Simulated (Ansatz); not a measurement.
## Electron-phonon data for Ti₂CS (P6_3/mmc)

```
Ti2CS
1.0
    3.16571     0.00000     0.00000
   -1.58286     2.74159     0.00000
    0.00000     0.00000    11.14241
Ti C S
4 2 2
Direct
  0.33333   0.66667   0.40027
  0.66667   0.33333   0.59973
  0.66667   0.33333   0.90027
  0.33333   0.66667   0.09973
  0.00000   0.00000   0.50000
  0.00000   0.00000   0.00000
  0.66667   0.33333   0.25000
  0.33333   0.66667   0.75000
```

Level of theory: PBEsol, DFPT electron-phonon coupling, linearised Boltzmann equation (plane waves, PAW, scalar-relativistic; Ansatz, a first-principles code). How the cell was made: relaxed with this functional, without spin-orbit coupling.

The resistivity at 300 K comes out as 14.8 (x), 14.8 (y), 16.7 (z) μΩ·cm. The electron mean free path at 300 K (weighted by the current that each state carries) is 20 (x), 20 (y), 21 (z) nm.

A metal at this level (no band gap). Only scattering by harmonic phonons is included (no impurities, grain boundaries, electron-electron scattering or thermal expansion). Spin-orbit coupling is left out. Halving the electron mesh (32x32x8) moves the resistivity by up to 7 % at 300 K, the mean free path by up to 8 %. Smearing 0.20 eV; phonons on a 5x5x2 q mesh, which this run doesn't test and which matters most at low temperature.

Formula and space group known from diffraction (Crystallography Open Database), not checked to be the room-temperature form: Ti2CS (P6_3/mmc).
